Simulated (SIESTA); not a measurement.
**How far to go with the k-point mesh: HgTe (C2, 6 atoms in the cell)**

```xyz
6
Lattice="4.6787 0.0000 0.0000 -2.3394 4.0519 0.0000 0.0000 0.0000 10.4753" Properties=species:S:1:pos:R:3 pbc="T T T"
Hg     0.7396     1.2810     0.0000
Hg     3.2496     0.0000     3.4918
Hg    -1.5998     2.7709     6.9835
Te     1.1359     1.9675     5.2377
Te     2.4069     0.0000     8.7294
Te    -1.2034     2.0844     1.7459
```

Method: SIESTA 5.4.2 with LDA PW92, numerical atomic orbitals DZP, PseudoDojo LDA standard norm-conserving potentials (rewritten from UPF to PSML).

Base settings: XC.functional = LDA; XC.authors = PW92; potentials = PseudoDojo LDA standard; PAO.BasisSize = DZP; PAO.EnergyShift = 0.01 Ry; MeshCutoff = 300 Ry; kgrid.MonkhorstPack = 4 4 1; OccupationFunction = FD; ElectronicTemperature = 232.09 K; MaxSCFIterations = 150.

The second cell is the first with its lattice scaled by 0.98.

Only quantities that move along the ladder and can be compared are tabulated.

The starting cell comes from a database of computed structures (which also holds hypothetical and non-ambient phases and stackings), without a prior relaxation at this level. Its lattice was rescaled by up to half a per cent. One atom was moved a little off its site on purpose. Spin-orbit coupling is off. Values carry the incompleteness of an atom-centred basis. In the base run, with a pressure of about -7 GPa the cell is away from its equilibrium volume at this level.

| kgrid.MonkhorstPack | free energy less the last step's (meV/atom) | energy of the compressed cell less the first (meV/atom) | pressure (GPa) | largest difference of a force vector from the last step's (eV/Å) | gap on the mesh (eV) |
|---|---|---|---|---|---|
| 2 2 1 | 213.17 | -43.91 | -5.05 | 0.144 | 0.904 |
| 3 3 1 | 43.37 | -67.98 | -6.92 | 0.039 | 1.060 |
| 4 4 1 | 19.70 | -71.60 | -7.21 | 0.042 | 0.984 |
| 3 3 2 | 25.31 | -72.08 | -7.23 | 0.019 | 0.893 |
| 4 4 2 | 7.50 | -74.75 | -7.44 | 0.015 | 0.818 |
| 5 5 2 | 2.77 | -75.73 | -7.52 | 0.012 | 0.909 |
| 6 6 3 | 0.14 | -76.20 | -7.55 | 0.002 | 0.849 |
| 7 7 3 | -0.04 | -76.30 | -7.56 | 0.001 | 0.939 |
| 8 8 3 | -0.03 | -76.30 | -7.56 | 0.001 | 0.850 |
| 9 9 4 | 0.01 | -76.29 | -7.56 | 0.000 | 0.913 |
| 10 10 4 | 0.01 | -76.29 | -7.56 | 0.000 | 0.824 |
| 11 11 4 | 0.01 | -76.28 | -7.56 | 0.000 | 0.884 |
| 12 12 5 | 0.00 | -76.29 | -7.56 | 0.000 | 0.833 |
| 13 13 5 | 0.00 | -76.29 | -7.56 | 0.000 | 0.876 |
| 14 14 6 | 0.00 | -76.29 | -7.56 | 0.000 | 0.824 |
| 16 16 6 | 0.00 | -76.29 | -7.56 | 0.000 | 0.824 |
| 18 18 7 | 0.00 | -76.29 | -7.56 | 0.000 | 0.829 |

Coarsest kgrid.MonkhorstPack that holds the free energy within 5 meV/atom of the last step, with all finer ones: 5 5 2; the step before is off by 7.5 meV/atom.

Coarsest kgrid.MonkhorstPack that holds the pressure within 1 GPa of the last step, with all finer ones: 3 3 1; the step before is off by 2.5 GPa.

Coarsest kgrid.MonkhorstPack that holds the forces within 0.005 eV/Å of the last step, with all finer ones: 6 6 3; the step before is off by 0.012 eV/Å.

The energy difference between the two cells stays within 1 meV/atom of the last step's from 5 5 2 on, the total only from 6 6 3 on: much of the error is common to both cells and cancels.

Two neighbours can agree and both be off: 4 4 1 and 3 3 2 differ by 0.48 meV/atom in the energy of the compressed cell less the first, yet lie about 4.2 meV/atom from the last step.

The gap on the mesh jumps up and down from mesh to mesh; it is no smooth measure of convergence.
